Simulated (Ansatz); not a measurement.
Seebeck coefficient (μV/K, mean over directions) of p-type GaP (F-43m) against carrier density, PBEsol with spin-orbit coupling, rigid bands run with Ansatz (a quantum-chemistry and plane-wave program). Computed gap 1.43 eV; densities at which minority carriers matter at this gap, or further valleys turn the trend, are left out. Conductivity mass 0.48 mₑ (harmonic mean over directions), N_v = 2.2e19 cm⁻³ at 300 K.

| hole density | 300 K | 500 K |
|---|---|---|
| 1e16 cm⁻³ | 908 | ? |
| 1e17 cm⁻³ | 709 | 793 |
| 1e18 cm⁻³ | ? | 595 |
| 3e18 cm⁻³ | 418 | 500 |
| 1e19 cm⁻³ | 318 | 398 |
| 3e19 cm⁻³ | 233 | 307 |
| 1e20 cm⁻³ | 152 | 212 |
| 3e20 cm⁻³ | ? | 136 |
| 1e21 cm⁻³ | 43 | 70 |

Question: What belongs in the gaps?

Answer: 
- 1e16 cm⁻³, 500 K: 991
- 1e18 cm⁻³, 300 K: 512
- 3e20 cm⁻³, 300 K: 91

Rigid bands with a gap fixed in temperature, one relaxation time for all states, no polarons or phonon drag, and whether or not such doping can be reached.
